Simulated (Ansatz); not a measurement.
Formation enthalpy of TiO₂ (model structure, started from the CdI2 type, P-3m1, No. 164, 3 atoms in the cell) at several levels of theory

No measured value is used here.

| level (code) | value (eV/atom) |
|---|---|
| PBE (Ansatz) | -2.906 |
| PBEsol (Ansatz) | -2.984 |
| PBE-D3(BJ) (Ansatz) | ___ |

Problem. Fill in the missing entries.

Solution. 
- PBE-D3(BJ) (Ansatz, a quantum-chemistry and plane-wave program), value (eV/atom): -2.897

Each level is taken at its own relaxed cell. Ansatz's density-functional and Hartree–Fock values are scalar-relativistic unless marked +SOC, with PAW data made under PBE.

A model structure was made by putting elements into a prototype or built by hand; it is no filed structure, need not be a known phase, and can be a saddle point held by its symmetry.
